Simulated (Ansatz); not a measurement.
S on the 1x1 (0001) surface of hcp Ru, one in a 2x1 cell, energies for each (12.8 Å²). Energies are against ⅛ S8(g), without zero-point or thermal terms; each row is named by its start.

Computed with PBE (plane waves to 420 eV, PAW; Ansatz, a program for electronic structure).

Set-up: 9 atoms, 6.3 Å thick at the start under the adsorbate (thin: gaps and levels are the slab's own); mesh 6x12x1; 0.1 eV smearing; dipole correction on; 4 atoms held, the rest relaxed; each run with such symmetry as its start has; spin where the adsorbate may keep a moment, no spin-orbit, no U, no dispersion correction.

A negative adsorption energy means that the adsorbate is more stable on the surface than in its reference. Starts that drift may end in the same place. Heights count from the host atoms within 0.3 Å of the top one.

```
starting site                           E_ads (eV)  height (Å)  nearest host atom (Å)  bonded to  Δ work function (eV)  lateral drift (Å)  moment (μB)
--------------------------------------  ----------  ----------  ---------------------  ---------  --------------------  -----------------  -----------
top Ru                                       -1.91        1.72                Ru 2.31       3 Ru                 -0.05                1.5          0.0
hollow Ru-Ru-Ru                              -1.91        1.72                Ru 2.31       3 Ru                 -0.05                0.1            –
hollow Ru-Ru-Ru over Ru at depth 2.1 Å       -2.04        1.69                Ru 2.30       3 Ru                 -0.08                0.0            –
bridge Ru-Ru (span 2.7 Å)                    -2.04        1.69                Ru 2.30       3 Ru                 -0.08                0.8            –
```
